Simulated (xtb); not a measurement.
xtb 6.7.1, GFN1-xTB: Zr(OH)(Me)2(OSiH3) ([CH3][Zr]([CH3])([OH])[O][SiH3]), 16 atoms. The geometry is a generated start, not checked to be a minimum at this level.

```
Quantity                                                                                                        Value
------------------------  -------------------------------------------------------------------------------------------
method                                                                                                       GFN1-xTB
--acc                                                                                                     1 (default)
--etemp (K)                                                                                             300 (default)
detailed input (--input)  none: ANC optimiser, Lindh (1995) Hessian, microcycle=20, maxdispl=1.0, hlow=0.01 (default)
basis functions                                                                                                    56
valence electrons                                                                                                  38
```

```xyz
16

Zr     0.6833    -0.0174     0.4460
O      2.4291     0.2129     1.1179
H      2.9125     0.9951     1.4047
C     -0.5039    -1.0941     2.0048
H     -0.9631    -2.0015     1.5722
H     -1.3221    -0.4721     2.4118
H      0.1223    -1.4149     2.8554
C     -0.0991     2.0816     0.3248
H     -0.7313     2.3404     1.1942
H     -0.7180     2.2022    -0.5827
H      0.7088     2.8336     0.2704
O      0.1985    -0.8516    -1.2269
Si    -0.5150    -1.1393    -2.6237
H     -1.8321    -1.7626    -2.3903
H      0.3256    -2.0474    -3.4235
H     -0.6955     0.1351    -3.3550
```

Charge 0 and multiplicity 1 are set for this test and not shown to be the ground state.

The structure is relaxed from this start with --opt LEVEL for the levels crude, sloppy, loose, lax, normal, tight, vtight, extreme, once each. Up to the end of the extreme run atoms move by at most 0.90 Å along an axis.

Task: What is the loosest level that ends within 5 meV of the extreme run, and how many cycles does it take?

Result: normal: 45 cycles against 63, ending 0.83 meV above.

| level | cycles | energy above the extreme run (meV) | gradient norm (eV/Å) |
|---|---|---|---|
| crude | 10 | 39 | 0.18 |
| sloppy | 14 | 26 | 0.11 |
| loose | 22 | 14 | 0.053 |
| lax | 30 | 6.3 | 0.12 |
| normal | 45 | 0.83 | 0.026 |
| tight | 56 | 0.064 | 0.0086 |
| vtight | 62 | under 0.01 | 0.0025 |
| extreme | 63 | — | 0.0018 |
